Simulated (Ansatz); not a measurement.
Start from GaP in the zinc blende structure (space group F-43m, No. 216).

```
CELL_PARAMETERS angstrom
      0.00000     2.71923     2.71923
      2.71923     0.00000     2.71923
      2.71923     2.71923     0.00000
ATOMIC_POSITIONS crystal
  P  0.75000 0.75000 0.75000
  Ga 0.00000 0.00000 0.00000
```

Cartesian axes are those of the cell as printed.

The values are results of PBEsol/PAW in Ansatz (a first-principles code), no spin-orbit coupling, not measurements.

Perturbation: the cell is compressed by 0.62 % along z with no lateral relaxation; the atoms relax in the strained cell.

Task: Predict the stress tensor and what it implies for the stiffness.

Result: Stress of the strained cell less that of the base (GPa, compression positive):
```
   0.38    0.00    0.00
   0.00    0.38    0.00
   0.00    0.00    0.84
```

Then −Δσ_ii/ε with ε = -0.0062 gives relaxed-ion elastic constants: C33 ≈ 136 GPa, C13 ≈ 62 GPa and C23 ≈ 62 GPa.

Whether these cells are dynamically stable was not tested.
